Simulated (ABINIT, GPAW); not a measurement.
A GPAW input for a self-consistent single point of HfC (Fm-3m, 2 atoms in the cell) (DFT PBE, plane waves, GPAW PAW datasets PBE (gpaw-data 1.0.1)):

```python
from ase import Atoms
from ase.units import GPa
from gpaw import GPAW

atoms = Atoms(['Hf', 'C'],
              cell=[[0.000000, 2.320000, 2.320000],
                    [2.320000, 0.000000, 2.320000],
                    [2.320000, 2.320000, 0.000000]],
              positions=[[0.000000, 0.000000, 0.000000],
                         [2.320000, 2.320000, 2.320000]],
              pbc=True)

calc = GPAW(mode={'name': 'pw', 'ecut': 900},
            xc='PBE',
            kpts={'size': (10, 10, 10), 'gamma': True},
            occupations={'name': 'fermi-dirac', 'width': 0.1},
            nbands=-10,
            convergence={'density': 1e-05, 'energy': 1e-05},
            symmetry={'symmorphic': False, 'tolerance': 0.0005},
            maxiter=100)

atoms.calc = calc

energy = atoms.get_potential_energy()
print('Energy (eV):', round(energy, 6))
forces = atoms.get_forces()
print('Forces (eV/Ang):')
print(forces.round(5))
stress = atoms.get_stress()
print('Stress (GPa, Voigt):', (stress / GPa).round(4))
```

Question: Write the same calculation as an input for ABINIT.

Answer: This is the input that was run; spellings and numerical settings could be chosen otherwise.

```
# HfC, JTH v2.0 PBE PAW
pp_dirpath "./"
pseudos "Hf.GGA_PBE-JTH.xml, C.GGA_PBE-JTH.xml"
acell 3.2809754647 3.2809754647 3.2809754647 Angstrom
rprim
        -0.0000000000    0.7071067812    0.7071067812
         0.7071067812   -0.0000000000    0.7071067812
         0.7071067812    0.7071067812   -0.0000000000
natom 2
ntypat 2
znucl 72 6
typat 1 2
xred
         0.0000000000    0.0000000000    0.0000000000
         0.5000000000    0.5000000000    0.5000000000
ecut 21
pawecutdg 42
pawxcdev 0
occopt 3
tsmear 0.00367493
nband 13
kptopt 1
ngkpt 10 10 10
nshiftk 1
shiftk 0 0 0
nstep 60
toldfe 1.0e-09
prtwf 0
prtden 0
prtvol 1
```

Basis settings and potentials, where a program has them, do not carry over. This input uses DFT, PBE, plane waves, PAW (JTH v2.0 PBE PAW).

The starting cell has typed, rounded lattice constants, without a prior relaxation at this level.
